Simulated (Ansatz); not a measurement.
Amorphous cells of 8 compositions: the gap between the highest filled and lowest empty level at the zone centre, by PBE and by a single point of HSE06 on the same geometry (PBE, scalar-relativistic without spin-orbit coupling (plane waves to 420 eV, PAW; Ansatz, a first-principles code); exact exchange cut at the cells' faces). The networks come from melt-quench runs on the CHGNet potential at compositions and starting densities chosen by hand, with anions pushed apart in the CHGNet dynamics, and DFT then relaxed them. The cells are small and were quenched far faster than real films, so single cells scatter. Defect or tail levels can set these gaps. The rows are the first to finish with both values and no moments.

```
cell                        PBE gap x (eV)  HSE06 gap y (eV)
--------------------------  --------------  ----------------
A (Si24O53Nb2, 2.40 g/cm3)            2.94              4.53
B (Si24O51Lu2, 2.64 g/cm3)            4.10              5.83
C (Si24O53Ta2, 2.65 g/cm3)            4.17              5.87
D (Si24O51Sc2, 2.26 g/cm3)            4.33              6.05
E (Si24O51Sb2, 2.45 g/cm3)            4.38              6.08
F (Si24O51Ga2, 2.36 g/cm3)            4.59          withheld
G (Si24O51La2, 2.51 g/cm3)            4.60              6.42
H (Si24O53P2, 2.21 g/cm3)             4.87              6.64
```

Q: Fit a straight line through the 7 full rows and predict the withheld value for F (Si24O51Ga2, 2.36 g/cm3).

A: Means: x = 4.199, y = 5.917. Slope = Σ(Δx Δy) / Σ(Δx²) = 2.49 / 2.257 = 1.1; the r.m.s. residual is 0.030. Prediction: 5.917 + 1.1 × (4.59 − 4.199) = 6.35. The run gave 6.46, 0.11 above the line.
